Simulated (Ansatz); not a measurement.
Carrier properties of CaO under load (space group Fm-3m)

Here is the system:

```xyz
2
Lattice="0.0000 2.3317 2.3317 2.3317 0.0000 2.3317 2.3317 2.3317 0.0000" Properties=species:S:1:pos:R:3 pbc="T T T"
Ca     0.0000     0.0000     0.0000
O      2.3317     2.3317     2.3317
```

Computed with r2SCAN, rigid bands (plane waves, PAW, scalar-relativistic; Ansatz, a program for electronic structure). Condition of this run: hydrostatic pressure of 8.8 GPa (compression positive) (the target of the relaxation). Geometry: cell and atoms relaxed with PBEsol, then loaded as said.

```
Item                                                                                                                                                            Value
---------------------------------------------------------------------------------------------------------------------------------------  ----------------------------
band gap                                                                                                                                                      4.16 eV
electron conductivity mass (300 K, dilute)                                                                                                                    0.54 mₑ
hole conductivity mass (300 K, dilute)                                                                                                                        1.29 mₑ
effective density of states N_c (300 K)                                                                                                                   3.7e19 cm⁻³
effective density of states N_v (300 K)                                                                                                                   1.6e20 cm⁻³
density-of-states mass, electrons                                                                                                                             1.29 mₑ
density-of-states mass, holes                                                                                                                                  3.4 mₑ
Seebeck coefficient, n-type 1e19 cm⁻³, 300 K                                                                                                                -329 μV/K
best n-type power factor at 300 K for τ = 10 fs (best axis; densities from 1e16 to 1e21 cm⁻³ tried, whether or not they can be reached)  11.2 μW/(cm·K²) at 1e20 cm⁻³
Seebeck coefficient, p-type 1e19 cm⁻³, 300 K                                                                                                                 450 μV/K
```

Rigid bands; masses and Seebeck coefficients take one relaxation time τ for all states and one kind of carrier; polarons and phonon drag are left out. Spin-orbit coupling is left out; where it splits the top of the valence band, N_v and the p-type Seebeck coefficient come out somewhat high without it. Geometry: cell and atoms relaxed with PBEsol.
